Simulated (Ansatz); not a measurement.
The parent structure is HgTe in the zinc blende structure (space group F-43m, No. 216).

```yaml
crystal:
  lattice:
    - [0.00000, 3.28639, 3.28639]
    - [3.28639, 0.00000, 3.28639]
    - [3.28639, 3.28639, 0.00000]
  atoms:
    - { symbol: Hg, position: [0.00000, 0.00000, 0.00000] }
    - { symbol: Te, position: [0.25000, 0.25000, 0.25000] }
```

Cartesian axes are those of the cell as printed.

Level of theory: DFT with r2SCAN, PAW potentials and a 500 eV plane-wave cutoff in Ansatz (a first-principles code), spin-orbit coupling left out.

Base values:

| Quantity | Result |
|---|---|
| Pressure | 0.0 GPa |
| Volume per atom | 35.49 Å³ |

It is then changed as follows: compressive biaxial strain of 3.00 % in the plane normal to [001], as in epitaxy on a mismatched substrate; the out-of-plane cell vector and the atoms relax.

Q: How does this affect the energy relative to the base?

A: The energy increases by 7.9 meV/atom.

Q: How does this affect the pressure?

A: The pressure (mean of the normal stresses, compression positive) goes from zero to 0.8 GPa.

Q: What happens to the volume per atom?

A: The volume per atom decreases by 0.736 Å³ to 34.76 Å³.

Whether these cells are dynamically stable was not tested. The final runs are not spin-polarised.
